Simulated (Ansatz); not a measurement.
1T (CdI2-type) MgI2 was calculated with r²SCAN (Ansatz, a program for electronic structure, plane waves, PAW).

Settings: plane-wave cutoff 600 eV, 12×12×6 k mesh (along the axes of the cell as run), finite displacements, scalar-relativistic PAW data made under PBE.

Computed at the level's own relaxed cell.

Harmonic phonon frequencies (cm⁻¹; i marks an imaginary mode; at Γ without the LO shift):

```csv
q point,frequencies
Γ,0 0 0 63 63 107 167 167 261
M,62 63 64 77 92 106 164 168 255
A,12 12 23 62 62 105 168 168 285
```

No imaginary mode appears at these points.

Note: the cell comes from a level without a dispersion term, which matters for the spacing of layers, chains or molecules; the cell has widely spaced layers and the level no dispersion term, so their spacing and the moduli can rest on weak binding.
